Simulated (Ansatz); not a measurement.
BN: pressure series

Take BN in the h-BN type structure (space group P6_3/mmc, No. 194; layered, stacked along the Cartesian z axis) as the base.

```yaml
crystal:
  lattice:
    - [2.50580, 0.00000, 0.00000]
    - [-1.25290, 2.17009, 0.00000]
    - [0.00000, 0.00000, 6.61621]
  atoms:
    - { symbol: B, position: [0.33333, 0.66667, 0.25000] }
    - { symbol: B, position: [0.66667, 0.33333, 0.75000] }
    - { symbol: N, position: [0.33333, 0.66667, 0.75000] }
    - { symbol: N, position: [0.66667, 0.33333, 0.25000] }
```

Cell and atoms are relaxed at each pressure.

Levels (all Ansatz, a first-principles code, PAW, earlier PAW set): PBE-D3(BJ) (420 eV, spin-orbit coupling left out); PBEsol-D3(BJ) (420 eV, no spin-orbit coupling).

The base cell above is that of PBE-D3(BJ); each level relaxes its own structures.

| case | volume per atom, PBE-D3(BJ) | volume per atom, PBEsol-D3(BJ) |
|---|---|---|
| pressure −1 GPa | 9.42 Å³ | ___ |
| pressure 1.8 GPa | 8.55 Å³ | 8.29 Å³ |
| pressure 4.2 GPa | 8.18 Å³ | ___ |
| pressure 9 GPa | 7.69 Å³ | 7.50 Å³ |
| pressure 18 GPa | 7.12 Å³ | ___ |
| pressure 30 GPa | 6.63 Å³ | 6.50 Å³ |
| pressure 45 GPa | 6.24 Å³ | ___ |
| pressure 60 GPa | 5.94 Å³ | 5.80 Å³ |

Q: Complete the table.

A: 
- pressure −1 GPa, volume per atom, PBEsol-D3(BJ): 9.02 Å³
- pressure 4.2 GPa, volume per atom, PBEsol-D3(BJ): 7.95 Å³
- pressure 18 GPa, volume per atom, PBEsol-D3(BJ): 6.95 Å³
- pressure 45 GPa, volume per atom, PBEsol-D3(BJ): 6.12 Å³

PBE-D3(BJ) lies above PBEsol-D3(BJ) in every row, by 0.11 Å³ to 0.40 Å³. They put the cases in the same order.

From pressure 18 GPa on, the axis ratios lie over 15 % from the base's, so the cell there is far from its starting form. Load acts through the strain it causes; cell and atoms are relaxed under it. Whether these cells are dynamically stable was not tested. Competing high-pressure phases were not computed.
